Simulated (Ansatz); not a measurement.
Start from KBr in the rock salt structure (space group Fm-3m, No. 225; a = 6.705 Å).

Calculations: PBE, PAW, 420 eV (Ansatz, an electronic-structure program; no spin-orbit coupling).

For the base:

```
Property     Value
--------  --------
Band gap   4.31 eV
Pressure  0.0 kbar
```

Now apply this change: the cell is scaled by 1.0050 in all directions, atoms relaxed at fixed cell.

**Question.** What does the calculation give for the band gap, energy relative to the base and pressure after the change?

**Answer.** The band gap shrinks by 0.04 eV (4.31 eV → 4.27 eV); the energy rises by 0.3 meV/atom; the pressure goes from zero to -1.9 kbar.

The cells carry an imposed strain or load. No phonon test of stability was made.
